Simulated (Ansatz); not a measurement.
Consider the following.

```
CELL_PARAMETERS angstrom
     -3.04678     3.04678     6.07026
      3.04678    -3.04678     6.07026
      3.04678     3.04678    -6.07026
ATOMIC_POSITIONS crystal
  Cd 0.00000 0.00000 0.00000
  In 0.50000 0.50000 0.00000
  In 0.75000 0.25000 0.50000
  Te 0.35649 0.42896 0.50147
  Te 0.57104 0.07251 0.92752
  Te 0.92749 0.85502 0.49853
  Te 0.14498 0.64351 0.07248
```

No spin polarisation.

All numbers come from plane-wave PAW DFT at the PBEsol level (Ansatz, a program for electronic structure, 420 eV), without spin-orbit coupling. Settings: 8×8×8 k-points, 0.05 eV Fermi–Dirac smearing.

**Question.** Predict the band gap and electron mass.

**Answer.** The band gap is 0.75 eV and the electron mass is 0.16 mₑ along c, 0.066 mₑ across (at Γ).

With Te present, leaving out spin-orbit coupling can change the band edges. The cells carry an imposed strain or load. Effective masses come from finite differences of ±0.01 Å⁻¹. Stability against distortions was not tested. The cell was made from CdIn₂Te₄ (space group I-4, No. 82) by this change: isotropic strain −2.25 %.
